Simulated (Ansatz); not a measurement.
ZnS: stress against strain

ZnS (wurtzite, P6_3mc, 19.226 Å³/atom at rest, c along z) under a strain ε along c (axis z), the other axes held. PBEsol in Ansatz, a plane-wave DFT program (PAW, default set), 420 eV, 10×10×6 Γ-centred mesh, Fermi-Dirac smearing 0.05 eV; ions are relaxed within the symmetry of each cell. Stress is positive for a compressed cell.

Here s stands for strain and y for stress zz.

```
strain (%)  stress zz (GPa)
----------  ---------------
-1.20                  1.85
-0.60                  0.91
0.00                   0.00
0.60                  -0.89
1.20                  -1.76
3.00                      ?
```

Problem. Fit y against s with a straight line, and predict the withheld value at s = 3.00.

Solution. Means: s 0, y 0.022. About the means, the sum of products is -5.4120 and the sum of squares of s is 3.6000; the slope is their ratio. Least squares gives y = 0.022 - 1.5033·s. Residuals (row less fit): 0.024, -0.014, -0.022, -0.010, 0.022; standard error 0.025 (degrees of freedom: 3). The slope gives the elastic constant C33 = 150 ± 1.3 GPa. At the withheld row, y = 0.022 - 1.5033 × 3.0 = -4.488 GPa. The calculation gives -4.26 GPa, 0.228 GPa above the prediction (3.7 % of the range of y in the table). The row lies outside the fitted rows, so this is an extrapolation. From the scatter of the fitted rows alone, a prediction at this place has a standard error of 0.048 GPa, so the miss is 4.8 times that.

One order more, fitted to all 11 runs of the series, follows each within 0.01, so the miss is the next term of a smooth law. ZnS is here the high-temperature form. Rows are the converged runs of the series near zero and its far end; series whose fitted rows scatter by over a few per cent of the range, as at a crossing or softening among them, aren't shown in this form. Most that stay on the fit to the last digits aren't either.
